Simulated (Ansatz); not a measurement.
**LaPt₂ (Fd-3m, No. 227)**

Method: r²SCAN in Ansatz (plane waves, PAW).

Numerical settings: plane-wave cutoff 500 eV, 12×12×12 k mesh, Fermi–Dirac smearing 0.1 eV, scalar-relativistic PAW data made under PBE.

Cell (relaxed at this level):

Space group Fd-3m, origin choice 1 (No. 227); a = b = c = 7.822 Å, α = β = γ = 90.00°

```tsv
atom	site	symmetry	x	y	z
La	8a	-43m	0.0000	0.0000	0.0000
Pt	16d	.-3m	0.6250	0.6250	0.6250
```
(The calculation used a cell of 6 atoms; values per cell refer to that cell.)

- band gap = none

Spin–orbit coupling is not included.

Static lattice: no zero-point or thermal effects.

Ansatz is a quantum-chemistry and plane-wave program.
